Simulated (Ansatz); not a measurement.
**Fermi-surface data of Ni3Ge (Pm-3m)**

Here is the system:

```
CELL_PARAMETERS angstrom
      3.52504     0.00000     0.00000
      0.00000     3.52504     0.00000
      0.00000     0.00000     3.52504
ATOMIC_POSITIONS crystal
  Ni 0.50000 0.00000 0.50000
  Ni 0.00000 0.50000 0.50000
  Ni 0.50000 0.50000 0.00000
  Ge 0.00000 0.00000 0.00000
```

These are PBEsol, rigid bands (plane waves, PAW, scalar-relativistic; Ansatz, a first-principles code) values and carry that method's errors. Cell: cell and atoms relaxed with PBEsol.

```
Property                                                         Result
------------------------------------  ---------------------------------
density of states at the Fermi level  2.25 states/(eV·cell), both spins
bare Sommerfeld coefficient                   1.33 mJ/(mol of atoms·K²)
Drude plasma energy                                             1.77 eV
root-mean-square Fermi velocity                               1.5e5 m/s
resistivity times τ                                    155 ×10⁻²² Ω·m·s
```

A metal at this level (no band gap); rigid bands, thermally averaged at 300 K, both spins. Spin-orbit coupling is left out. τ is one relaxation time for all states.

Treated as nonmagnetic (a ferromagnetic start lost its moment, other orders weren't tried): Ni3Ge (Pm-3m).
